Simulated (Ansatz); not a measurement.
Input:

```yaml
crystal:
  lattice:
    - [2.64837, 0.00000, 0.00000]
    - [1.32418, 2.29356, 0.00000]
    - [1.32418, -0.76452, 2.27156]
  atoms:
    - { symbol: Pd, position: [0.00000, 0.00000, 0.00000] }
```

No spin polarisation.

All numbers come from LDA/PAW in Ansatz (a first-principles code), scalar-relativistic without spin-orbit coupling. Settings: 29×29×29 k-points, 0.1 eV Fermi–Dirac smearing.

**Question.** What is the computed band gap?

**Answer.** Zero.

**Question.** Predict the pressure (mean of the normal stresses, compression positive).

**Answer.** 7.1 GPa.

**Question.** What is the computed space group?

**Answer.** R-3m (No. 166).

The cells carry an imposed strain or load. Stability against distortions was not tested. The final runs are not spin-polarised. The cell was made from Pd in the fcc (Cu type) structure (space group Fm-3m, No. 225) by this change: biaxial strain −2.50 %, plane normal [111], relaxed out of plane.
